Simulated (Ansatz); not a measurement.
# AlAs under a change: Al → In

Consider AlAs in the zinc blende structure (space group F-43m, No. 216; a = 5.675 Å).

The change: full substitution Al → In; the structure is relaxed again.

The values are results of PBEsol in Ansatz (plane waves to 420 eV, PAW, no spin-orbit coupling), not measurements. k-mesh 9×9×9 (Γ-centred); smearing 0.05 eV (Fermi–Dirac), for the changed cell.

The volume per atom goes up by 5.354 Å³ (22.84 Å³ → 28.20 Å³) and the density goes up by 1.883 g/cm³ to 5.59 g/cm³. The lattice parameter a goes up by 0.4126 Å, from 5.675 Å to 6.087 Å and the space group remains F-43m (No. 216). The shortest interatomic distance goes up by 0.179 Å (2.457 Å → 2.636 Å) and the band gap becomes zero (base: 1.34 eV).

Whether these cells are dynamically stable was not tested. All final runs are without spin polarisation. A zero or small gap of InAs can be the functional's error rather than a property of the material.

Ansatz is a first-principles code.
